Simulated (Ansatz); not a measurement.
Here is the system:

End structure of a constructed model of the (0001) surface of hcp Co, ferromagnetic, a layer of Ga in place of the third plane (bottom of the slab: a bare face, its two planes held):

```yaml
crystal:
  lattice:
    - [2.49292, 0.00000, 0.00000]
    - [-1.24646, 2.15893, 0.00000]
    - [0.00000, 0.00000, 26.50000]
  atoms:
    - { symbol: Co, position: [0.66667, 0.33333, 0.31069] }
    - { symbol: Co, position: [0.33333, 0.66667, 0.38678] }
    - { symbol: Co, position: [0.66667, 0.33333, 0.46184] }
    - { symbol: Ga, position: [0.33333, 0.66667, 0.54162] }
    - { symbol: Co, position: [0.66667, 0.33333, 0.62252] }
    - { symbol: Co, position: [0.33333, 0.66667, 0.69564] }
```

Slab: 6 atoms, 10.0 Å thick at the start with caps and adatoms (thin: gaps and levels are the slab's own); k 17x17x1, smearing 0.1 eV, dipole-corrected; 2 atoms held, the rest relaxed; held to the start's symmetry, so lower structures may exist; spin-polarised, ending with about 7.9 μB a cell; orders that need a larger cell were not tried, no spin-orbit, no U. In PBE it is, or lies within 0.01 eV a 1x1 cell of, the lowest of the 2 structures of its composition computed so far; subsurface sites and larger cells were not tried.

Question: Predict the work function of the top face from PBE in Ansatz (a first-principles code).

Answer: 4.99 eV
